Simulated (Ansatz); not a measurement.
```
CELL_PARAMETERS angstrom
      6.23579    -0.00199     0.00000
     -1.55981     2.70167     0.00000
      0.00000     0.00000     5.05047
ATOMIC_POSITIONS crystal
  Ga 0.33558 0.33558 0.00130
  Ga 0.16442 0.66442 0.50130
  N  0.33987 0.33987 0.61895
  N  0.16013 0.66013 0.11895
  Al 0.83122 0.33122 0.00236
  Al 0.66878 0.66878 0.50236
  N  0.82577 0.32577 0.62779
  N  0.67423 0.67423 0.12779
```

Relaxed-ion tensors in this frame from LDA in Ansatz (a quantum-chemistry and plane-wave program). Proper piezoelectric stress tensor e (C/m²):

```
 0.00   0.00   0.00   0.00   0.37   0.00
 0.00   0.00   0.00   0.37   0.00   0.00
 0.54   0.56  -1.16   0.00   0.00  -0.02
```

Stiffness C (GPa):

```
 379   142   105   0.0   0.0  -0.3
 142   381   105   0.0   0.0  -1.5
 105   105   399   0.0   0.0  -0.2
 0.0   0.0   0.0   104  -0.9   0.0
 0.0   0.0   0.0  -0.9   103   0.0
-0.3  -1.5  -0.2   0.0   0.0   120
```

The ordered cell is a computed model, not a synthesised structure.

Task: Obtain the piezoelectric strain tensor d.

Result: d = e S with S = C⁻¹, in pC/N:

```
 0.0   0.0   0.0   0.0   3.6   0.0
 0.0   0.0   0.0   3.6   0.0   0.0
 1.8   1.9  -3.9   0.0   0.0  -0.1
```
Away from Γ the polar cell without biaxial strain shows no imaginary mode on a 2×2×2 mesh.
